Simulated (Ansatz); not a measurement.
System: PbS (Cmcm, No. 63, 4 atoms in the cell; start mp-1018115; high-pressure phase). Method: r²SCAN+rVV10 (Ansatz, an electronic-structure program, plane waves, PAW).

Settings: plane-wave cutoff 500 eV, 10×10×10 k mesh, Fermi–Dirac smearing 0.05 eV, scalar-relativistic PAW data made under PBE.

Cell (relaxed at this level):

```
PbS
1.0
    2.06495    -5.86688     0.00000
    2.06495     5.86688     0.00000
    0.00000     0.00000     4.25903
Pb S
2 2
Direct
  0.87238   0.12762   0.75000
  0.12762   0.87238   0.25000
  0.64383   0.35617   0.75000
  0.35617   0.64383   0.25000
```

What does this level give for the band gap?


- band gap: 1.38 eV (on the SCF k mesh)

Note: the relaxation could not lower the start's symmetry, so the cell can be a saddle point above a distorted one.

Spin–orbit coupling is not included; with these elements it can move the gap by several tenths of an eV or more.

Static lattice: no zero-point or thermal effects.

Computing time: very roughly 5 core-minutes.

A start named mp-… is a Materials Project structure, which need not be a measured phase.
